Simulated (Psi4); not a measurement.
Psi4 1.11, unrestricted HF/def2-tzvp: diselenium ([Se]=[Se]), charge 0, multiplicity 3, 2 atoms. The geometry is a generated start, not checked to be a minimum at this level.

```yaml
task: energy
method: scf
basis: def2-tzvp
memory: 3 GB
maxiter: 100
keys_of_the_molecule_block: symmetry c1
scf_type: df (default)
scf_initial_accelerator: adiis (default)
e_convergence: 1e-06 (default)
d_convergence: 1e-06 (default)
basis_functions: 96
```

```xyz
2

Se     1.0830    -0.0195     0.0102
Se    -1.0830     0.0195    -0.0102
```

Charge 0 and multiplicity 3 are set for this test and not shown to be the ground state.

With the defaults (damping_percentage = 0, soscf = false, diis_max_vecs = 10, guess = auto, which took SAD, diis_start = 1) it converges in 8 SCF iterations. One run each on 2 threads, with these changes:
- guess = sapgau
- damping_percentage = 60
- diis_max_vecs = 20
- guess = sadno
- guess = modhuckel
- diis_start = 4
- guess = huckel
- guess = gwh
- soscf = true

Task: Which runs fail or end elsewhere than the default run?

Result: No convergence: damping_percentage = 60 (the run ends without SCF convergence in 100 iterations). The rest reach the solution of the defaults.

```tsv
setting	SCF iterations	JK calls	end
soscf = true	6	17	same solution
the defaults	8	9	same solution
diis_max_vecs = 20	8	9	same solution
guess = huckel	8	16	same solution
guess = sadno	8	8	same solution
guess = sapgau	8	8	same solution
guess = modhuckel	8	16	same solution
diis_start = 4	9	10	same solution
guess = gwh	9	9	same solution
damping_percentage = 60	100	101	no convergence
```

An SOSCF iteration holds several JK calls; a Hückel guess adds calls on atoms.
